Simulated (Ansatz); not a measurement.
The parent structure is HfO2 in the CdI2 type structure (space group P-3m1, No. 164; a = 3.2085 Å, c = 4.5149 Å; a hypothetical phase, not in the database extracts checked; layered, stacked along the Cartesian z axis).

Now apply this change: a free-standing slab of 1 layer (3 atoms, 3 a layer) is cut normal to the stacking axis, with 15 Å of vacuum and the in-plane cell relaxed.

Levels (all Ansatz, an electronic-structure program, PAW): PBEsol-D3(BJ) (420 eV, no spin-orbit coupling); r2SCAN (500 eV, no spin-orbit coupling); HSE06 (420 eV, without spin-orbit coupling).

One geometry, relaxed with PBEsol-D3(BJ), under each level:

```csv
level,band gap,lowest conduction level above the VBM at special points
PBEsol-D3(BJ),4.86 eV,M 4.86 eV; K 5.14 eV; Γ 5.18 eV
r2SCAN,[?],[?]
HSE06,6.61 eV,M 6.61 eV; K 6.93 eV; Γ 6.99 eV
```

Problem. Give the withheld r2SCAN results.

Solution. 
- r2SCAN, band gap: 5.47 eV
- r2SCAN, lowest conduction level above the VBM at special points: M 5.47 eV; K 5.73 eV; Γ 5.80 eV

Single points use the geometry relaxed with PBEsol-D3(BJ). HSE06 gaps are upper bounds (no full band path). Spin-orbit coupling, missing from the scalar runs, can matter with Hf. No phonon test of stability was made.
